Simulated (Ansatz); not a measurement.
**Cd: stress against strain**

Cd (hcp, P6_3/mmc, 22.886 Å³/atom at rest, c along z) under a strain ε along c (axis z), the other axes held. PBE in Ansatz, a plane-wave DFT program (PAW, default set), 420 eV, 22×22×10 Γ-centred mesh, Fermi-Dirac smearing 0.10 eV; ions are relaxed within the symmetry of each cell. Stress is positive for a compressed cell.

Here s stands for strain and y for stress zz.

```
strain (%)  stress zz (GPa)
----------  ---------------
-3.00                     ?
-1.50                  0.62
-1.00                  0.40
-0.50                  0.20
0.00                   0.00
0.50                  -0.18
1.00                  -0.36
1.50                  -0.54
```

The 7 complete rows are fitted with a straight line, y against s. Means: s 0, y 0.020. About the means, the sum of products is -2.6900 and the sum of squares of s is 7.0000; the slope is their ratio. Least squares gives y = 0.020 - 0.3843·s. Residuals (row less fit): 0.024, -0.004, -0.012, -0.020, -0.008, 0.004, 0.016; standard error 0.017 (degrees of freedom: 5). The slope gives the elastic constant C33 = 38 ± 0.6 GPa.

**Question.** Predict the withheld y at s = -3.00 from the fit, and compare with the calculation.

**Answer.** y = 0.020 - 0.3843 × (-3.0) = 1.173 GPa. The calculation gives 1.33 GPa, 0.157 GPa above the prediction (8.4 % of the range of y in the table). The row lies outside the fitted rows, so this is an extrapolation. From the scatter of the fitted rows alone, a prediction at this place has a standard error of 0.027 GPa, so the miss is 5.8 times that.

One order more, fitted to all 13 runs of the series, follows each within 0.01, so the miss is the next term of a smooth law. In a metal these values are sensitive to mesh and smearing; energies are taken to zero smearing, stresses follow the free energy. Rows are the converged runs of the series near zero and its far end; series whose fitted rows scatter by over a few per cent of the range, as at a crossing or softening among them, aren't shown in this form. Most that stay on the fit to the last digits aren't either.
